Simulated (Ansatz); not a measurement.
## A computed series for SiO2: response to strain

The reference is SiO₂ (space group P3_221, No. 154; a = 4.949 Å, c = 5.441 Å). Axes: x lies along a and z along c of the hexagonal cell.

Strains are applied to the cell and any free atomic positions relax.

All numbers come from plane-wave PAW DFT at the PBEsol level (Ansatz, a first-principles code, 420 eV), no spin-orbit coupling.

Notes on the quantities. pressure: mean of the normal stresses, compression positive; energy relative to the base: free energy F.

```json
[
 {"change": "base", "pressure": "0.01 GPa", "shortest interatomic distance": "1.619 Å", "band gap": "5.72 eV", "energy relative to the base": "0 meV/atom"},
 {"change": "uniaxial strain ε_zz = −3.00 %", "pressure": "1.26 GPa", "shortest interatomic distance": "1.618 Å", "band gap": "5.77 eV", "energy relative to the base": "+3.6 meV/atom"},
 {"change": "uniaxial strain ε_zz = −2.25 %", "pressure": "0.90 GPa", "shortest interatomic distance": "1.619 Å", "band gap": "5.76 eV", "energy relative to the base": "+2.0 meV/atom"},
 {"change": "uniaxial strain ε_zz = −1.50 %", "pressure": "0.56 GPa", "shortest interatomic distance": "1.619 Å", "band gap": "5.75 eV", "energy relative to the base": "+0.9 meV/atom"},
 {"change": "uniaxial strain ε_zz = −0.75 %", "pressure": "0.29 GPa", "shortest interatomic distance": "1.619 Å", "band gap": "5.73 eV", "energy relative to the base": "+0.2 meV/atom"}
]
```

Semilocal Kohn–Sham gaps tend to fall short of experiment. Stability against distortions was not tested.
